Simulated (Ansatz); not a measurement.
Base system: HfO2 (space group P4_2/nmc, No. 137; a = 3.604 Å, c = 5.264 Å).

Level of theory: PBE (Ansatz, an electronic-structure program), no SOC.

Before the change:

The pressure comes out as 0.00 GPa.

Perturbation: every lattice vector is stretched by 2.40 %; the atoms relax in the strained cell.

Estimate the effect on the largest internal atomic displacement.

The largest internal atomic displacement comes out as 0.073 Å.

What happens to the energy relative to the base?

The energy rises by 31 meV/atom.

What does the calculation give for the pressure after the change?

The pressure (mean of the normal stresses, compression positive) goes from zero to -11.04 GPa.

Stability against distortions was not tested. This is not the structure that HfO2 has at room temperature and ambient pressure.
